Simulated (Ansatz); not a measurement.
ZnO, pressure series

Consider ZnO in the wurtzite structure (space group P6_3mc, No. 186; a = 3.235 Å, c = 5.211 Å).

Cell and atoms are relaxed at each pressure.

Levels (all Ansatz, an electronic-structure program, PAW): r2SCAN (500 eV, no SOC); HSE06 (420 eV, without spin-orbit coupling).

Band gaps by level, all at the geometries relaxed with r2SCAN:

```tsv
case	r2SCAN	HSE06
base	1.24 eV	2.53 eV
pressure −1 GPa	1.23 eV	…
pressure 0.9 GPa	1.25 eV	…
pressure 2.1 GPa	1.26 eV	…
pressure 4.5 GPa	1.28 eV	2.59 eV
pressure 9 GPa	1.32 eV	2.65 eV
pressure 15 GPa	1.36 eV	2.71 eV
pressure 22.5 GPa	1.41 eV	…
```

Question: What belongs in the blanks?

Answer: 
- pressure −1 GPa, HSE06: 2.52 eV
- pressure 0.9 GPa, HSE06: 2.54 eV
- pressure 2.1 GPa, HSE06: 2.56 eV
- pressure 22.5 GPa, HSE06: 2.78 eV

Single points use the geometry relaxed with r2SCAN. Load acts through the strain it causes; cell and atoms are relaxed under it. Whether these cells are dynamically stable was not tested. Measured, ZnO leaves this structure (for rock salt) near 9.1 GPa (temperature not stated; as listed in Datta, Sujoy, Jana, Debnarayan, arXiv (2020)), on rising pressure, with hysteresis.
